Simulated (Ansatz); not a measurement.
Consider Zr in the hcp (Mg type) structure (space group P6_3/mmc, No. 194; a = 3.230 Å, c = 5.179 Å; relaxed with 0.1 eV smearing). Axes: x lies along a and z along c of the hexagonal cell.

The values are results of PBE/PAW in Ansatz (a program for electronic structure), without spin-orbit coupling, not measurements.

Before the change:

| Property | Value |
|---|---|
| Pressure | 0.0 GPa |

One thing is altered: biaxial strain +1.00 %, plane normal [001], relaxed out of plane (Cartesian); in-plane vectors clamped, the third vector and the atoms free.

Problem. Estimate the effect on the out-of-plane strain and pressure.

Solution. The out-of-plane strain comes out as -0.79 %; the pressure (mean of the normal stresses, compression positive) goes from zero to -1.0 GPa.

Whether these cells are dynamically stable was not tested. The final runs are not spin-polarised.
